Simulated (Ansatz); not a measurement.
Consider KTaO3 in the cubic perovskite structure (space group Pm-3m, No. 221; a = 3.9901 Å).

Structures relaxed with r2SCAN in Ansatz (plane waves to 500 eV, PAW, no SOC).

Base:

Simulated powder pattern, Cu Kα1, λ = 1.54056 Å (kinematic, ideal powder, no thermal factors, no anomalous dispersion; the 14 strongest lines at most, above 2 %, up to 2θ = 90°):

| 2θ (°) | I/Imax (%) | hkl |
|---|---|---|
| 22.26 | 69 | (100) |
| 31.69 | 100 | (110) |
| 39.07 | 8.0 | (111) |
| 45.42 | 32 | (200) |
| 51.15 | 32 | (210) |
| 56.44 | 40 | (211) |
| 66.19 | 19 | (220) |
| 70.78 | 16 | (221) |
| 75.25 | 18 | (310) |
| 79.62 | 4.8 | (311) |
| 83.94 | 6.6 | (222) |
| 88.22 | 7.4 | (320) |

After one change:

Simulated powder pattern, Cu Kα1, λ = 1.54056 Å (kinematic, ideal powder, no thermal factors, no anomalous dispersion; the 14 strongest lines at most, above 2 %, up to 2θ = 90°):

```tsv
2θ (°)	I/Imax (%)
22.56	69
32.12	100
39.61	8.1
46.06	31
51.87	32
57.26	40
67.18	19
71.86	16
76.42	17
80.89	4.8
85.31	6.6
89.70	7.4
```

Task: What was done to the base?
A) pressure 4.2 GPa
B) pressure 9 GPa
C) pressure −1 GPa
D) pressure 45 GPa

Result: B, pressure 9 GPa. Its volume per atom is 12.21 Å³ against 12.71 Å³, and its space group is Pm-3m (No. 221).

Load acts through the strain it causes; cell and atoms are relaxed under it. Whether these cells are dynamically stable was not tested. No other phases were tried under pressure.

Ansatz is a first-principles code.
